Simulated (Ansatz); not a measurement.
The reference is SiC in the zinc blende structure (space group F-43m, No. 216).

```
SiC
1.0
    0.00000     2.16449     2.16449
    2.16449     0.00000     2.16449
    2.16449     2.16449     0.00000
Si C
1 1
Direct
  0.00000   0.00000   0.00000
  0.25000   0.25000   0.25000
```

Cartesian axes are those of the cell as printed.

Calculations: Ansatz (a program for electronic structure) LDA, no spin-orbit coupling.

For the base:

```
Quantity                             Value
---------------------  -------------------
Pressure                          0.00 GPa
Valence-band top at Γ  0.00, 0.00, 0.00 eV
```

The change: uniaxial strain ε_zz = −3.00 %, all other strain components held at zero; the atoms relax in the strained cell.

**Question.** What does the calculation give for the energy relative to the base, pressure, valence-band top at Γ and hole mass after the change?

**Answer.** The energy goes up by 12 meV/atom; the pressure (mean of the normal stresses, compression positive) goes from zero to 7.33 GPa; the valence-band top at Γ (three highest levels, from the VBM) changes from 0.00, 0.00, 0.00 eV to 0.00, -0.20, -0.20 eV; the hole mass amounts to 0.41 mₑ along z, 0.58 mₑ across (at Γ).

The levels and masses belong to the bands next to the band gap. Effective masses come from finite differences of ±0.01 Å⁻¹. No phonon test of stability was made.
